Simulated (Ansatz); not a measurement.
Consider CdSe in the zinc blende structure (space group F-43m, No. 216; a = 6.1332 Å).

Structures relaxed with r2SCAN, PAW, 500 eV (Ansatz, a quantum-chemistry and plane-wave program; no SOC).

Base:

Simulated powder pattern, Cu Kα1, λ = 1.54056 Å (kinematic, ideal powder, no thermal factors, no anomalous dispersion; the 14 strongest lines at most, above 2 %, up to 2θ = 90°):

```csv
2θ (°),I/Imax (%),hkl
25.13,100,(111)
29.10,3.2,(200)
41.61,74,(220)
49.23,46,(311)
60.31,12,(400)
66.38,18,(331)
75.94,24,(422)
81.48,14,(333)
```

After one change:

Simulated powder pattern, Cu Kα1, λ = 1.54056 Å (kinematic, ideal powder, no thermal factors, no anomalous dispersion; the 14 strongest lines at most, above 2 %, up to 2θ = 90°):

```json
[
 {"2θ (°)": "24.51", "I/Imax (%)": "100"},
 {"2θ (°)": "28.37", "I/Imax (%)": "3.2"},
 {"2θ (°)": "40.55", "I/Imax (%)": "75"},
 {"2θ (°)": "47.96", "I/Imax (%)": "47"},
 {"2θ (°)": "58.70", "I/Imax (%)": "12"},
 {"2θ (°)": "64.56", "I/Imax (%)": "19"},
 {"2θ (°)": "73.78", "I/Imax (%)": "25"},
 {"2θ (°)": "79.09", "I/Imax (%)": "14"},
 {"2θ (°)": "87.76", "I/Imax (%)": "8.0"}
]
```

Task: Which change produced these results?
(A) isotropic strain +1.50 %
(B) isotropic strain +3.00 %
(C) isotropic strain +2.50 %
(D) isotropic strain +2.00 %

Result: C, isotropic strain +2.50 %. Its volume per atom is 31.06 Å³ against 28.84 Å³, and its space group is F-43m (No. 216).

Whether these cells are dynamically stable was not tested.
